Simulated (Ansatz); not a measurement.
**Pressure series in PtS**

Take PtS (space group P4_2/mmc, No. 131; a = 3.475 Å, c = 6.067 Å) as the base.

Cell and atoms are relaxed at each pressure.

All numbers come from Ansatz (a quantum-chemistry and plane-wave program) PBEsol, without spin-orbit coupling.

```csv
pressure (GPa),volume per atom (Å³/atom)
-2,18.591
-1,18.451
0,18.318
2.1,18.048
4.5,17.763
9,17.279
15,?
22.5,16.081
30,15.510
```

**Question.** Fit the third-order Birch–Murnaghan form P(V) = (3B₀/2)[(V₀/V)^(7/3) − (V₀/V)^(5/3)]·[1 + (3/4)(B₀′ − 4)((V₀/V)^(2/3) − 1)] (squares taken in P) to the rows shown and predict the withheld row.

**Answer.** Least squares on the printed values gives V₀ = 18.317 Å³/atom, B₀ = 142 GPa, B₀′ = 3.0; this predicts 16.704 Å³/atom, and the run gives 16.710 Å³/atom, 0.006 higher.

A case with no gap was solved on a k-mesh chosen for an insulator, which is coarse for it. Load acts through the strain it causes; cell and atoms are relaxed under it. Whether these cells are dynamically stable was not tested. No other phases were tried under pressure. The final runs are not spin-polarised.
